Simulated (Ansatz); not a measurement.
Ansatz (an electronic-structure program) run on Pt₃Pb (P4mm, 4 atoms in the cell): self-consistent single point.

Method: LDA (PW92), harder PAW files (source: ansatz) made with PBE (plane waves; Ansatz).

```
Pt3Pb
1.0
    4.12023     0.00000     0.00000
    0.00000     4.12023     0.00000
    0.00000     0.00000     4.12023
Pt Pb
3 1
Direct
  0.50000   0.00000   0.50000
  0.01213   0.50000   0.50000
  0.50000   0.50000   0.00000
  0.00000   0.00000   0.00000
```

Reference input (self-consistent single point, DFT, LDA (PW92), plane waves, default PAW files made with PBE): basis.ecutwfc = 420 eV; kpoints.mp_grid.grid = 7 7 7; hamiltonian.xc = lda; hamiltonian.pseudopotentials = {kind: paw} (the program's default PAW files); scf.occupations.method = fermi_dirac; scf.occupations.width = 0.1 eV. This run's input differs from it in these lines:

Ansatz 0.2 input:
```diff
@@ -11,3 +11,3 @@
 basis:
-  ecutwfc: 420.0
+  ecutwfc: 495.0
 kpoints:
@@ -19,2 +19,3 @@
     kind: paw
+    source: ansatz
 scf:
```

The program printed (abridged):

```
SCF iter   1: F=—  HF=-51804.229536 eV  |F-HF|=—  |Δ(HF+E_count)|=         —  Δρ=6.39e-2  dr2=2.65e0  ethr=3.10e-3  ⟨swp⟩=4.5  Hψ=5544  notcnv=0  defer=6
all-band conjugate gradients solve this SCF's bands
preconditioner: auto → Kerker (q_TF=auto, 2.766 Å⁻¹)
SCF iter   2: F=—  HF=-51803.607761 eV  |F-HF|=—  |Δ(HF+E_count)|=   6.22e-1  Δρ=3.46e-2  dr2=7.73e-1  ethr=3.10e-3  ⟨swp⟩=2.0  Hψ=2374  notcnv=0  defer=50
   [... lines left out ...]
SCF iter   5: F=—  HF=-51803.351688 eV  |F-HF|=—  |Δ(HF+E_count)|=   5.12e-4  Δρ=3.97e-4  dr2=1.86e-4  ethr=1.95e-6  ⟨swp⟩=2.3  Hψ=2760  notcnv=0  defer=50
SCF iter   6: F=—  HF=-51803.351643 eV  |F-HF|=—  |Δ(HF+E_count)|=   4.55e-5  Δρ=7.91e-5  dr2=4.63e-6  ethr=2.44e-7  ⟨swp⟩=2.0  Hψ=2367  notcnv=0  defer=50
SCF iter   7: F=—  HF=-51803.351636 eV  |F-HF|=—  |Δ(HF+E_count)|=   7.28e-6  Δρ=2.42e-5  dr2=4.37e-7  ethr=6.10e-9  ⟨swp⟩=2.4  Hψ=2942  notcnv=0  defer=50
SCF iter   8: F=-51803.351636 eV  HF=-51803.351636 eV  |F-HF|=1.03e-8  |Δ(HF+E_count)|=   1.18e-7  Δρ=5.63e-6  dr2=2.13e-8  ethr=1.32e-10  ⟨swp⟩=9.8  Hψ=7277  notcnv=0
SCF 1 converged in 8 iterations: F = -51803.351636 eV  dr2 = 2.13e-8
Free energy (F): -51803.351636 eV
Internal energy: -51803.315450 eV  (E = F + TS)
E sigma→0 (E₀):  -51803.333543 eV
Entropy (-TS):   -0.036185 eV (-9.046 meV/atom)
Fermi energy:    20.684565 eV
--- Forces (eV/Å), atoms counted from 1 ---
  atom   1  Pt     0.16334909     0.00000000     0.00000000
  atom   2  Pt    -0.24747803     0.00000000     0.00000000
  atom   3  Pt     0.16334909    -0.00000000     0.00000000
  atom   4  Pb    -0.07922778    -0.00000000     0.00000000
--- Stress (GPa, compression-positive) ---
      -10.825651       0.000000       0.000000
        0.000000     -10.897870       0.000000
        0.000000       0.000000     -10.897870
  P = ⅓ Tr σ = -10.8738 GPa (-108.738 kbar)
  The stress holds the Pulay correction. Without it, at fixed plane waves, as pw.x and ABINIT print it: P = -11.9174 GPa
```

The run converged in 8 iterations. Against the reference run the pressure hardly changes (-10.95 to -10.87 GPa) and the largest force hardly changes (0.248 to 0.247 eV/Å).

The starting cell comes from a database of computed structures (which also holds hypothetical and non-ambient phases and stackings), without a prior relaxation at this level. Its lattice was rescaled by up to half a per cent. One atom was moved a little off its site on purpose. Spin polarisation is off. Ansatz's pressure includes its estimate of the finite-basis (Pulay) stress. Without the estimate this run gives -11.92 GPa. The cutoff lies below the one recommended for these files.
